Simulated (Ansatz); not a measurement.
Consider the following.

End structure of a constructed model of the (111) surface of fcc Al, a pseudomorphic layer of Nb in the host's stacking (bottom of the slab: a bare face, its two planes held):

```
CELL_PARAMETERS angstrom
      2.85810     0.00000     0.00000
     -1.42905     2.47518     0.00000
      0.00000     0.00000    30.50000
ATOMIC_POSITIONS crystal
  Al 0.33333 0.66667 0.26824
  Al 0.66667 0.33333 0.34475
  Al 0.00000 0.00000 0.42134
  Al 0.33333 0.66667 0.49896
  Al 0.66667 0.33333 0.57526
  Al 0.00000 0.00000 0.65177
  Nb 0.33333 0.66667 0.72675
```

Slab: 7 atoms, 14.1 Å thick at the start with caps and adatoms; k 15x15x1, smearing 0.1 eV, dipole-corrected; 2 atoms held, the rest relaxed; held to the start's symmetry, so lower structures may exist; no spin, no spin-orbit, no U. In PBE it is, or lies within 0.01 eV a 1x1 cell of, the lowest of the 2 structures of its composition computed so far; subsurface sites and larger cells were not tried.

Problem. Predict the work function of the top face from PBE (Ansatz, a quantum-chemistry and plane-wave program).

Solution. 5.22 eV
